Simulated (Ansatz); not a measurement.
Here is the system:

```
BaSrTi2O6
1.0
    0.00000     3.95248     3.95248
    3.95248     0.00000     3.95248
    3.95248     3.95248     0.00000
Ba Sr Ti O
1 1 2 6
Direct
  0.00000   0.00000   0.00000
  0.50000   0.50000   0.50000
  0.25000   0.25000   0.25000
  0.75000   0.75000   0.75000
  0.50000   0.00000   0.00000
  0.00000   0.50000   0.50000
  0.00000   0.00000   0.50000
  0.50000   0.50000   0.00000
  0.00000   0.50000   0.00000
  0.50000   0.00000   0.50000
```

No spin polarisation.

Computed with DFT with r2SCAN, PAW potentials and a 500 eV plane-wave cutoff in Ansatz (a first-principles code), without spin-orbit coupling. Γ-centred 7×7×7 mesh, Fermi–Dirac width 0.05 eV.

Predict the gap character (in this cell's own zone, which can be folded).

Direct at Γ.

What is the computed band gap?

2.21 eV.

These are small ordered cells, not random alloys; other orderings at the same x differ. Whether these cells are dynamically stable was not tested. The final runs are not spin-polarised. The cell was made from BaTiO3 by this change: x(Sr) = 0.5, 10 atoms, Fm-3m. Many cubic perovskites are stable only at high temperature; tilts and polar distortions were not tested.
